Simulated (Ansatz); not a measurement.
The starting structures come from a database of crystals and need not be the phases stable at ambient conditions.

By PBEsol, the system below comes out a metal.

A figure of merit of an interconnect metal is its ballistic conductance per area.

Consider the following.

```yaml
crystal:
  lattice:
    - [2.48365, 0.00000, 0.00000]
    - [-1.24182, 2.15090, 0.00000]
    - [0.00000, 0.00000, 4.02620]
  atoms:
    - { symbol: Mn, position: [0.66667, 0.33333, 0.75000] }
    - { symbol: Mn, position: [0.33333, 0.66667, 0.25000] }
```

Space group of this cell: P6_3/mmc, hcp (Mg type). The cell is taken as given; by PBEsol its mean pressure is -11.7 GPa.

The current flows along the normal of the first two printed cell vectors, the (001) plane of the conventional cell. No spin-orbit coupling; the value is a mean over 0.1 eV about the Fermi level.

**Question.** Compute, with PBEsol run with Ansatz (a first-principles code), the ballistic conductance per area.

**Answer.** 2.0 × 10¹⁵ S/m² for both spins.
